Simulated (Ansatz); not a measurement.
System: zinc-blende NaCl (model structure). Method: r²SCAN+rVV10 (PAW; Ansatz, a program for electronic structure).

Numerical settings: plane-wave cutoff 500 eV, 10×10×10 k mesh, gaussian smearing 0.02 eV, scalar-relativistic PAW data made under PBE.

Cell (relaxed at this level):

```
NaCl
1.0
    0.00000     3.06808     3.06808
    3.06808     0.00000     3.06808
    3.06808     3.06808     0.00000
Na Cl
1 1
Cartesian
  0.00000   0.00000   0.00000
  1.53404   1.53404   1.53404
```

Problem. Predict the band gap.

Solution. 
- band gap: 5.48 eV (on the SCF k mesh)

Note: the relaxation could raise the start's symmetry but not lower it, so the cell can be a saddle point.

The computed numbers hold no vibrational or temperature effects.

It cost around 50 core-seconds (rough) of CPU time.

A model structure was made by putting elements into a prototype or built by hand; it is no filed structure, need not be a known phase, and can be a saddle point held by its symmetry.
